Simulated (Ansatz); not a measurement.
Cu3N: pressure 4.5 GPa

Base system: Cu$_{3}$N (space group Pm-3m, No. 221; a = 3.765 Å).

The change: cell and atoms relaxed at a pressure of 4.5 GPa.

Calculations: Ansatz (a program for electronic structure), PBEsol, PAW, cutoff 420 eV, no spin-orbit coupling. Γ-centred 12×12×12 mesh, Fermi–Dirac width 0.05 eV.

```json
[
 {"quantity": "volume per atom", "base": "13.34 Å³", "changed": "12.93 Å³", "shift": "-0.41 Å³"},
 {"quantity": "density", "base": "6.37 g/cm³", "changed": "6.57 g/cm³", "shift": "+0.20 g/cm³"},
 {"quantity": "lattice parameter a", "base": "3.765 Å", "changed": "3.726 Å", "shift": "-0.039 Å"},
 {"quantity": "shortest interatomic distance", "base": "1.882 Å", "changed": "1.863 Å", "shift": "-0.0195 Å"},
 {"quantity": "enthalpy H = E + PV relative to the base's energy", "base": "–", "changed": "+0.37 eV/atom", "shift": "–"},
 {"quantity": "band gap", "base": "zero", "changed": "zero", "shift": "–"}
]
```

Load acts through the strain it causes; cell and atoms are relaxed under it. Stability against distortions was not tested. All final runs are without spin polarisation. Gaps under 0.05 eV, about the width of the smearing, are given as zero. The zero or small gap of Cu3N can change with the level of theory.
